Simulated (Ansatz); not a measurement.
A self-consistent single point of a (001) slab of Cr (cut from a parent of space group no. 194; 4 atoms in the cell) with Ansatz (a quantum-chemistry and plane-wave program).

Computed with LDA (PW92), default PAW files made with PBE (plane waves; Ansatz).

The change in words: vacuum of 3 angstrom (first run: 14 Å). Reference geometry:
```
Cr
1.0
    2.43626     0.00000     0.00000
   -1.21813     2.10986     0.00000
    0.00000     0.00000    20.70230
Cr
4
Direct
  0.33333   0.66667   0.33813
  0.66667   0.33333   0.44604
  0.33333   0.66667   0.55396
  0.66667   0.33333   0.66187
```

Reference input (self-consistent single point, DFT, LDA (PW92), plane waves, default PAW files made with PBE): basis.ecutwfc = 420 eV; kpoints.mp_grid.grid = 14 14 1; hamiltonian.xc = lda; hamiltonian.pseudopotentials = {kind: paw} (the program's default PAW files); scf.occupations.method = gaussian; scf.occupations.width = 0.1 eV. This run's input differs from it in these lines:

Ansatz 0.2 input:
```diff
@@ -4,8 +4,8 @@
     - [-1.21813000, 2.10986200, 0.00000000]
-    - [0.00000000, 0.00000000, 20.70229900]
+    - [0.00000000, 0.00000000, 9.70228600]
   atoms:
-    - { symbol: Cr, position: [0.33333300, 0.66666700, 0.33812700] }
-    - { symbol: Cr, position: [0.66666700, 0.33333300, 0.44604200] }
-    - { symbol: Cr, position: [0.33333300, 0.66666700, 0.55395800] }
-    - { symbol: Cr, position: [0.66666700, 0.33333300, 0.66187300] }
+    - { symbol: Cr, position: [0.33333300, 0.66666700, 0.15460300] }
+    - { symbol: Cr, position: [0.66666700, 0.33333300, 0.38486700] }
+    - { symbol: Cr, position: [0.33333300, 0.66666700, 0.61513300] }
+    - { symbol: Cr, position: [0.66666700, 0.33333300, 0.84539700] }
 basis:
```

Output (repeated stretches shortened):

```
SCF iter   1: F=—  HF=-13289.692612 eV  |F-HF|=—  |Δ(HF+E_count)|=         —  Δρ=1.23e-2  dr2=1.69e-1  ethr=1.77e-3  ⟨swp⟩=3.5  Hψ=2453  notcnv=0
all-band conjugate gradients solve this SCF's bands
preconditioner: auto → none
SCF iter   2: F=—  HF=-13289.688141 eV  |F-HF|=—  |Δ(HF+E_count)|=   4.47e-3  Δρ=8.11e-3  dr2=1.21e-1  ethr=3.01e-4  ⟨swp⟩=2.0  Hψ=1109  notcnv=0  defer=13
   [... lines left out ...]
SCF iter   6: F=—  HF=-13289.685058 eV  |F-HF|=—  |Δ(HF+E_count)|=   1.76e-5  Δρ=1.57e-4  dr2=2.56e-5  ethr=4.07e-7  ⟨swp⟩=2.1  Hψ=1081  notcnv=0  defer=13
SCF iter   7: F=—  HF=-13289.685074 eV  |F-HF|=—  |Δ(HF+E_count)|=   1.55e-5  Δρ=3.95e-5  dr2=1.68e-6  ethr=4.57e-8  ⟨swp⟩=2.1  Hψ=1128  notcnv=0  defer=15
SCF iter   8: F=—  HF=-13289.685074 eV  |F-HF|=—  |Δ(HF+E_count)|=   9.56e-8  Δρ=1.30e-5  dr2=1.08e-7  ethr=2.99e-9  ⟨swp⟩=2.0  Hψ=1068  notcnv=0  defer=15
SCF iter   9: F=-13289.685074 eV  HF=-13289.685074 eV  |F-HF|=7.05e-9  |Δ(HF+E_count)|=   9.43e-9  Δρ=2.16e-6  dr2=7.27e-9  ethr=1.79e-10  ⟨swp⟩=5.9  Hψ=2653  notcnv=0
SCF 1 converged in 9 iterations: F = -13289.685074 eV  dr2 = 7.27e-9
Free energy (F): -13289.685074 eV
Internal energy: -13289.648428 eV  (E = F + TS)
E sigma→0 (E₀):  -13289.666751 eV
Entropy (-TS):   -0.036646 eV (-9.161 meV/atom)
Fermi energy:    17.257765 eV
--- Forces (eV/Å), atoms counted from 1 ---
  atom   1  Cr     0.00000000     0.00000000    -0.76352989
  atom   2  Cr    -0.00000000    -0.00000000     0.00829132
  atom   3  Cr     0.00000000     0.00000000    -0.00829132
  atom   4  Cr    -0.00000000    -0.00000000     0.76352989
--- Stress (GPa, compression-positive) ---
       -9.627002       0.000000      -0.000000
       -0.000000      -9.627002      -0.000000
       -0.000000      -0.000000     -21.706751
  P = ⅓ Tr σ = -13.6536 GPa (-136.536 kbar)
  The stress holds the Pulay correction. Without it, at fixed plane waves, as pw.x and ABINIT print it: P = -13.7888 GPa
```

The run converged in 9 iterations. Against the reference run the free energy drops by 278 meV/atom and the largest force goes from 0.571 to 0.764 eV/Å.

The starting cell comes from a database of computed structures (which also holds hypothetical and non-ambient phases and stackings), without a prior relaxation at this level. The slab is cut from that crystal, and its faces are unrelaxed. Its lattice was rescaled by up to half a per cent. Spin polarisation is off.
